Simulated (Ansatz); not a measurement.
BAs under load (space group I-4m2), r2SCAN with spin-orbit coupling, rigid bands run with Ansatz (a program for electronic structure). Condition of this run: uniaxial stress along [001] of 9.6 GPa (compression positive) (the target of the relaxation). Band gap 0.54 eV, N_c = 1.14e19 cm⁻³ and N_v = 2.73e18 cm⁻³ at 300 K, conductivity masses along z (a = (0.00, 2.41, 2.29) Å; b = (2.41, 0.00, 2.29) Å; c = (2.41, 2.41, 0.00) Å) of 1.02 mₑ (electrons) and 0.281 mₑ (holes). Take k_BT = 0.02585 eV.

Task: What built-in voltage has an abrupt junction with N_A = 1e16 and N_D = 1e17 cm⁻³, all dopants ionised?

Result: V_bi = E_g/e − (k_BT/e) ln(N_c N_v/(N_A N_D)) = 0.54 − 0.02585 × 10.35 = 0.27 V, for the computed gap.

Task: Find the intrinsic carrier density and the intrinsic Fermi level.

Result: n_i = √(N_c N_v) exp(−E_g/2k_BT) = 5.58e18 × exp(−10.44) = 1.6e14 cm⁻³. The level lies (k_BT/2) ln(N_v/N_c) = -18 meV from mid-gap (positive towards the conduction band). Each 0.1 eV added to the gap lowers n_i by a factor of 6.9.

Task: What thermal injection velocity √(2k_BT/πm) limits a ballistic channel along the direction named?

Result: 5.33e6 cm/s for electrons and 1.01e7 cm/s for holes, a ratio of √(m_h/m_e) = 0.525, for dilute carriers.

Rigid bands with the computed gap; masses take one relaxation time for all states. Geometry: cell and atoms relaxed with PBEsol.
